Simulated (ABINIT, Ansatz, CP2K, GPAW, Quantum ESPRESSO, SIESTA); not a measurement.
## PW (Pnma, 8 atoms in the cell) computed with different codes at matched settings

Self-consistent single point, at a second geometry (lattice scaled by 0.98). First geometry:

```
PW
1.0
    5.74171     0.00000     0.00000
    0.00000     3.27062     0.00000
    0.00000     0.00000     6.20331
P W
4 4
Cartesian
  1.80508   2.45296   3.52249
  3.93663   0.81766   2.68082
  1.06578   0.81766   0.42083
  4.67593   2.45296   5.78248
  5.66299   2.45296   1.94027
  0.07872   0.81766   4.26304
  2.94957   0.81766   5.04193
  2.79214   2.45296   1.16138
```

Shared settings, as Ansatz (an electronic-structure program) writes them: kpoints.mp_grid.grid = 3 6 3; scf.occupations.method = gaussian; scf.occupations.width = 0.136 eV. Potentials and cutoffs stand in the table.

```csv
code,model,ΔF from the first geometry (meV/atom),pressure (GPa),largest force (eV/Å),cutoff
SIESTA,"GGA PBEsol, numerical atomic orbitals DZP, PseudoDojo PBEsol standard norm-conserving potentials (rewritten from UPF to PSML)",29.7,14.93,0.447,grid 350 Ry
Ansatz,"PBEsol, PAW files made with PBE",23.8,13.42,0.402,default
CP2K,"PBEsol, GPW, DZVP-MOLOPT-SR-GTH basis, GTH-PBE potentials (GTH_POTENTIALS)",28.4,14.36,0.399,grid 500 Ry
Quantum ESPRESSO,"PBEsol, PseudoDojo standard norm-conserving (PBESOL) pseudopotentials",24.1,13.43,0.398,75 Ry
ABINIT,"PBEsol, norm-conserving pseudopotentials (PseudoDojo nc-sr-04 PBEsol standard)",24.1,13.43,0.398,37 Ha
GPAW,"PBEsol, GPAW PAW datasets PBEsol (made by gpaw-setup)",25.1,13.72,0.397,600 eV
```

Size of the force on each atom (eV/Å): Sizes of forces hide their directions.

```tsv
code	P1	P2	P3	P4	W5	W6	W7	W8
SIESTA	0.447	0.447	0.447	0.447	0.413	0.413	0.413	0.413
Ansatz	0.402	0.402	0.402	0.402	0.302	0.302	0.302	0.302
CP2K	0.399	0.399	0.399	0.399	0.245	0.245	0.246	0.246
Quantum ESPRESSO	0.398	0.398	0.398	0.398	0.306	0.306	0.306	0.306
ABINIT	0.398	0.398	0.398	0.398	0.306	0.306	0.306	0.306
GPAW	0.397	0.397	0.397	0.397	0.286	0.286	0.286	0.286
```

On Ansatz's run: spin-orbit coupling is off. Spin polarisation is off.

The spread over the programs that give each value: ΔF from the first geometry within 5.9 meV/atom; pressure within 1.51 GPa; largest force within 0.050 eV/Å.

SIESTA and CP2K use small atom-centred bases, whose incompleteness enters pressures, forces and empty levels differently from a plane-wave cutoff. Ansatz's pressure is given at a fixed set of plane waves, as the other plane-wave codes print theirs; with its correction for the finite basis it is 13.47 GPa. In the pressure, SIESTA (by 1.49) lies more than 1 GPa from the median of the plane-wave programs. In the force vectors, SIESTA (by 0.110) lies more than 0.08 eV/Å from the median of the plane-wave programs.

The shared mesh is coarse (it stands for a supercell whose shortest vector is 17 Å), so the values are not converged in it.

The starting cell comes from a database of computed structures (which also holds hypothetical and non-ambient phases and stackings), without a prior relaxation at this level. For this run, on top of that: lattice scaled by 0.98.

Left out of this page: Elk and FLEUR (not drawn, or without a comparable value).

Keys are those of Ansatz 0.2.
